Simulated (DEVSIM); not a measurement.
Device: abrupt GaAs n-p junction, at 300 K.

```tsv
layer (left to right)	material	thickness (μm)	Nd (cm⁻³)	Na (cm⁻³)	τn (s)	τp (s)
1	GaAs	1.00	1.1e16	-	2.2e-9	2.2e-9
2	GaAs	3.50	-	3.2e15	2.2e-9	2.2e-9
```

Left contact: ohmic. Right contact: ohmic. Voltage is applied to the left contact. Recombination: SRH at mid-gap, radiative, Auger. Mobility is μmin + (μ − μmin)/(1 + (N/Nref)^α).

This is a model device: material constants are rounded textbook-type values typed into the input, and sizes, dopings and lifetimes were drawn at random. Values at 300 K.

| parameter | GaAs |
|---|---|
| gap (eV) | 1.424 |
| affinity (eV) | 4.07 |
| permittivity | 12.9 |
| Nc (cm⁻³) | 4.7e17 |
| Nv (cm⁻³) | 9e18 |
| μn (cm²/Vs) | 8500 |
| μp (cm²/Vs) | 400 |
| μn,min | 500 |
| μp,min | 20 |
| Nref,n | 6e16 |
| Nref,p | 1.5e17 |
| αn | 0.39 |
| αp | 0.38 |
| B (cm³/s) | 2e-10 |
| Cn (cm⁶/s) | 1e-30 |
| Cp (cm⁶/s) | 1e-30 |

Model (solved in DEVSIM): 1D drift-diffusion, Boltzmann statistics, complete ionisation; no tunnelling, impact ionisation, image-force lowering or self-heating.

The doping Nd of layer 1 was swept, all else fixed.

| doping Nd of layer 1 (cm^-3) | largest field in the device at zero bias (V/cm) | dark forward voltage at 100 A/cm² (V) | dark forward voltage at 1 A/cm² (V) | potential step across the device at zero bias (V) |
|---|---|---|---|---|
| 3.3e14 | 11000 | 1.105 | 0.906 | 1.031 |
| 1.1e15 | 15000 | 1.095 | 0.928 | 1.062 |
| 3.3e15 | 22000 | 1.087 | 0.937 | 1.090 |
| 1.1e16 | 27000 | 1.081 | 0.940 | 1.122 |
| 3.3e16 | 30000 | 1.078 | 0.941 | 1.150 |
| 1.1e17 | 33000 | 1.077 | 0.941 | 1.181 |

From the first row to the last the largest field in the device at zero bias goes from 11000 to 33000. From the first row to the last the dark forward voltage at 100 A/cm² goes from 1.105 to 1.077.
